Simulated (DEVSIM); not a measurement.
Structure: Schottky contact on p-type In0.53Ga0.47As, at 300 K.

```csv
layer (left to right),material,thickness (μm),Na (cm⁻³),τn (s),τp (s)
1,In0.53Ga0.47As,15.0,5.9e15,3.1e-10,3.1e-10
```

Left contact: Schottky, work function 4.94 eV, emission velocity 8.6e6 cm/s. Right contact: ohmic. Voltage is applied to the left contact. Recombination: SRH at mid-gap. Mobility is μmin + (μ − μmin)/(1 + (N/Nref)^α).

Constants are typed, rounded textbook-type inputs, not results; the design itself was drawn at random and stands for no fabricated device. Values at 300 K; Nc and Nv go as T^1.5, mobilities as T to minus their exponent, the gap by Varshni's rule with the affinity fixed.

```
parameter         In0.53Ga0.47As
----------------  --------------
gap (eV)                    0.74
affinity (eV)               4.51
permittivity                13.9
Nc (cm⁻³)                 2.1e17
Nv (cm⁻³)                 7.7e18
μn (cm²/Vs)                12000
μp (cm²/Vs)                  300
μn,min                       300
μp,min                        10
Nref,n                    1.3e17
Nref,p                    4.9e17
αn                          0.48
αp                           0.4
T exponent of μn             1.6
T exponent of μp             1.6
Varshni α (eV/K)         0.00035
Varshni β (K)                190
```

Simulated with DEVSIM: 1D drift-diffusion, Boltzmann statistics, complete ionisation; no tunnelling, impact ionisation, image-force lowering or self-heating. Metal contacts follow the ideal Schottky-Mott rule: no Fermi-level pinning, no interface dipoles.

The temperature was swept, all else fixed.

```
temperature (K)  dark forward voltage at 100 A/cm² (V)  potential step across the device at zero bias (V)  largest field in the device at zero bias (V/cm)
---------------  -------------------------------------  -------------------------------------------------  -----------------------------------------------
250                                              0.575                                              0.176                                            15000
300                                              0.674                                              0.125                                            12000
350                                              0.805                                              0.072                                             8200
400                                              0.971                                              0.017                                             2400
450                                              1.094                                              0.038                                             6400
500                                         (withheld)                                              0.093                                       (withheld)
```

Q: What belongs in the gaps?

A: 
- 500, dark forward voltage at 100 A/cm² (V): 0.788
- 500, largest field in the device at zero bias (V/cm): 19000
